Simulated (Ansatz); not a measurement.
For Al (model structure, Pm-3n, No. 223, 8 atoms in the cell), PBE (Ansatz, a program for electronic structure, PAW) gives:

- lattice parameter a: 5.136 Å
- cohesive energy: 3.36 eV/atom

Q: What does r²SCAN (PAW; Ansatz) give for the same quantities?

A: 
- lattice constant a: 5.073 Å (drops by 1.2 %)
- cohesive energy: 3.50 eV/atom (rises by 0.14 eV/atom)

Changes are worked out from the printed values.

Unless a cell is named, each level is at its own relaxed cell (PBE 16.93, r²SCAN 16.32 Å³/atom).

Ansatz's density-functional and Hartree–Fock values are scalar-relativistic unless marked +SOC, with PAW data made under PBE.

A model structure was made by putting elements into a prototype or built by hand; it is no filed structure, need not be a known phase, and can be a saddle point held by its symmetry.
